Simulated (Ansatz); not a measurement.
# Defect calculation: Co_Si in fluorite-type CoSi2

Level of theory: PBE, PAW (plane waves to 420 eV; Ansatz, a first-principles code). Details: 96-site cell; 4×4×4 shifted k-points; start: the Si site; no Hubbard U; finite-size errors of tenths of an eV; the relaxation kept the symmetry of the starting site.

Neighbours after relaxation, in Å: of the Co atom: Co 2.30, Co 2.30, Co 2.30, Co 2.30.

Formation energies E_f are those of the neutral cell. Chemical conditions: Co-richest allowed (Δμ(Co) = -1.02 eV, Δμ(Si) = -0.19 eV, bounded by CoSi (P2_13); only phases computed here count, gases as isolated molecules at 0 K); Si-rich (Δμ(Co) = -1.40 eV, Δμ(Si) = 0.00 eV; only phases computed here count, gases as isolated molecules at 0 K). Reference phases: Co: hcp Co, ferromagnetic, Si: silicon.

```json
[
 {"charge": "0", "moment (μB)": "not spin-polarised", "point group": "Td", "largest move off a lattice site (Å)": "0.02", "E_f, Co-richest allowed (eV)": "1.86", "E_f, Si-rich (eV)": "2.44"}
]
```

Point groups are those of the whole cell at tolerances of 0.03 and 0.1 Å ("near" where only the looser one holds); none is given for unsettled states.

All states together cost around 29 core-minutes (rough).
